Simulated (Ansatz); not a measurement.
The starting structures come from a database of crystals and need not be the phases stable at ambient conditions.

By PBEsol, the system below comes out a metal.

Here is the system:

```
AuSb2
1.0
    6.73569     0.00000     0.00000
    0.00000     9.52570     0.00000
    0.00000     4.76285     4.76285
Sb Au
8 4
Cartesian
  0.83226   8.32127   2.38143
  5.90343   5.96728   2.38143
  4.20011   8.34871   0.00000
  2.53558   1.17700   0.00000
  5.90343   2.38143   1.20443
  0.83226  11.90713   3.55842
  2.53558   4.76285   1.17700
  4.20011   9.52570   3.58586
  3.36784   2.38143   2.38143
  0.00000   4.76285   0.00000
  3.36784   7.14428   2.38143
  0.00000   0.00000   0.00000
```

Space group of this cell: Pa-3. The cell is taken as given; by PBEsol its mean pressure is -2.1 GPa.

The current flows along the normal of the first two printed cell vectors, the (110) plane of the conventional cell. No spin-orbit coupling; the value is a mean over 0.1 eV about the Fermi level.

Problem. Give the ballistic conductance per area that PBEsol (Ansatz, a quantum-chemistry and plane-wave program) yields.

Solution. 0.45 × 10¹⁵ S/m² for both spins.
